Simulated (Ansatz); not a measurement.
The parent structure is Ge in the diamond structure (space group Fd-3m, No. 227; a = 5.7617 Å).

Computed with PBE, PAW, 420 eV (Ansatz, a first-principles code; no spin-orbit coupling).

One change was made to it. Results:

```
quantity                             base       after
-----------------------------  ----------  ----------
shortest interatomic distance  4.715 bohr  4.560 bohr
band gap                             zero     0.32 eV
```

### Question
What was done to the base?
A) pressure 0.3 GPa
B) pressure −1 GPa
C) pressure 7.5 GPa
D) pressure −2 GPa

### Answer
C, pressure 7.5 GPa. For comparison, the band gap in the other runs: pressure 0.3 GPa gives zero; pressure −2 GPa gives zero; pressure −1 GPa gives zero.

Load acts through the strain it causes; cell and atoms are relaxed under it. Stability against distortions was not tested. Tetrahedral semiconductors of this kind turn to denser phases somewhere between about 1 and 50 GPa; those were not computed, so compressed cells here can lie past the real transition. The zero or small gap of Ge can change with the level of theory.
